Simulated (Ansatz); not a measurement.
The reference is KF in the rock salt structure (space group Fm-3m, No. 225; a = 5.307 Å).

All numbers come from PBEsol in Ansatz (plane waves to 420 eV, PAW, no spin-orbit coupling).

For the base:

```
Property                             Value
-----------------------------  -----------
Width of the top valence band      0.37 eV
Gap character                  direct at Γ
```

Now apply this change: the cell is scaled by 1.0100 in all directions, atoms relaxed at fixed cell.

### Question
What happens to the mean gap deformation potential ΔEg/Δln V, energy relative to the base, width of the top valence band and gap character?

### Answer
The mean gap deformation potential ΔEg/Δln V is -5.0 eV; the energy rises by 1.7 meV/atom; the width of the top valence band shrinks by 0.025 eV, from 0.37 eV to 0.35 eV; the gap character stays direct at Γ.

The cells carry an imposed strain or load. Whether these cells are dynamically stable was not tested.

Ansatz is an electronic-structure program.
